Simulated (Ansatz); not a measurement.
# A computed series for Mg2NbN3: pressure series

Consider Mg₂NbN₃ (space group C2/c, No. 15; a = 9.4502 Å, b = 6.1455 Å, c = 5.6846 Å, α = 90.00°, β = 117.62°, γ = 90.00°; a cell from a computed database, its experimental status unchecked).

Cell and atoms are relaxed at each pressure.

Computed with PBEsol/PAW in Ansatz (a first-principles code), no SOC.

Notes on the quantities. enthalpy: H = E + PV relative to the base's energy.

```
change            band gap     density       enthalpy
----------------  --------  ----------  -------------
base               1.33 eV  4.17 g/cm³              –
pressure −2 GPa    1.34 eV  4.11 g/cm³  -0.15 eV/atom
pressure −1 GPa    1.34 eV  4.14 g/cm³  -0.08 eV/atom
pressure 0.3 GPa   1.33 eV  4.18 g/cm³  +0.02 eV/atom
pressure 0.7 GPa   1.33 eV  4.19 g/cm³  +0.05 eV/atom
pressure 1.5 GPa   1.33 eV  4.21 g/cm³  +0.11 eV/atom
pressure 3 GPa     1.32 eV  4.25 g/cm³  +0.23 eV/atom
pressure 5 GPa     1.31 eV  4.30 g/cm³  +0.37 eV/atom
pressure 7.5 GPa   1.30 eV  4.36 g/cm³  +0.56 eV/atom
pressure 10 GPa    1.29 eV  4.42 g/cm³  +0.74 eV/atom
```

Load acts through the strain it causes; cell and atoms are relaxed under it. Stability against distortions was not tested. No other phases were tried under pressure.
